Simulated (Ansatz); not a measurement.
**Effect of uniaxial strain ε_yy = −3.12 % on Ba3PbO**

Consider Ba$_{3}$PbO in the anti-perovskite structure (space group Pm-3m, No. 221; a = 5.413 Å). Axes: x, y, z lie along the cube axes.

The change: uniaxial strain ε_yy = −3.12 %, all other strain components held at zero; the atoms relax in the strained cell.

Method: PBEsol/PAW in Ansatz (a first-principles code), no spin-orbit coupling. Γ-centred 9×9×9 mesh, Fermi–Dirac width 0.05 eV.

The volume per atom drops by 0.99 Å³ (31.72 Å³ → 30.73 Å³) and the space group changes from Pm-3m (No. 221) to P4/mmm (No. 123). The shortest interatomic distance shrinks by 8.44 pm (270.7 pm → 262.2 pm) and the energy increases by 7.8 meV/atom. The pressure (mean of the normal stresses, compression positive) goes from zero to 1.4 GPa and the band gap remains zero. The stress (xx, yy, zz, yz, xz, xy; compression positive) is (0.8, 2.6, 0.8, 0.0, 0.0, 0.0) GPa (rough).

Without a gap, meshes like the base's 9×9×9 leave anisotropic stresses uncertain by several tenths of a GPa, and small strain energies with them. With Pb present, leaving out spin-orbit coupling can change the band edges. Whether these cells are dynamically stable was not tested. The final runs are not spin-polarised. The zero or small gap of Ba3PbO can change with the level of theory.
